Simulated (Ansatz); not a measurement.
**BP (space group P6_422, No. 181; a hypothetical phase, not in the database extracts checked)**

```cif
data_B3P3
_chemical_formula_sum 'B3 P3'
_space_group_name_H-M_alt 'P6422'
_space_group_IT_number 181
_space_group_name_Hall 'P 64 2 (0 0 2)'
_cell_length_a 3.25969
_cell_length_b 3.25969
_cell_length_c 6.94033
_cell_angle_alpha 90.000
_cell_angle_beta 90.000
_cell_angle_gamma 120.000
loop_
_atom_site_label
_atom_site_type_symbol
_atom_site_symmetry_multiplicity
_atom_site_Wyckoff_symbol
_atom_site_fract_x
_atom_site_fract_y
_atom_site_fract_z
_atom_site_occupancy
B1 B 3 c 0.50000 0.00000 0.00000 1
P1 P 3 d 0.50000 0.00000 0.50000 1
```

All numbers come from PBEsol (Ansatz, an electronic-structure program), spin-orbit coupling left out. Γ-centred 12×12×5 mesh, Fermi–Dirac width 0.05 eV.

- Volume per atom = 10.64 Å³
- Density = 3.26 g/cm³
- Band gap = zero
- Total energy = -446.340 eV/atom (σ→0; compares only within this code and set-up)

Stability against distortions was not tested. The base started in P3_121 and relaxed to P6_422 at this level. The final runs are not spin-polarised. A zero or small gap of BP can be the functional's error rather than a property of the material.
